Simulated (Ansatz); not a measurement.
## KCdF3 (Pm-3m, No. 221, 5 atoms in the cell; start mp-10175)

All values below come from PBEsol in Ansatz (PAW).

Run with plane-wave cutoff 500 eV, 10×10×10 k mesh, Fermi–Dirac smearing 0.05 eV, scalar-relativistic PAW data made under PBE.

Cell (relaxed at this level):

CdKF3 is modelled in the cubic space group Pm-3m (No. 221), the cubic perovskite structure, Pearson symbol cP5. Lattice parameters: a = b = c = 4.385 Å, α = β = γ = 90.00°. K on 1a is surrounded by 12 F at 3.101 Å (cuboctahedral). Cd on 1b is coordinated by 6 F at 2.192 Å (octahedral). F on 3c is coordinated by 2 Cd at 2.192 Å and 4 K at 3.101 Å (octahedral). (Neighbours: up to the widest gap in distance over summed covalent radii, below 1.35, at either atom; cation-cation and far metal-metal contacts left out.)

For KCdF3 (Pm-3m, No. 221, 5 atoms in the cell; start mp-10175), the band gap is 2.96 eV (on the SCF k mesh).

Note: the relaxation could not lower the start's symmetry, so the cell can be a saddle point above a distorted one.

Spin–orbit coupling is not included.

Static lattice: no zero-point or thermal effects.

It cost very roughly 21 core-seconds of CPU time.

A start named mp-… is a Materials Project structure, which need not be a measured phase.

Ansatz is a quantum-chemistry and plane-wave program.
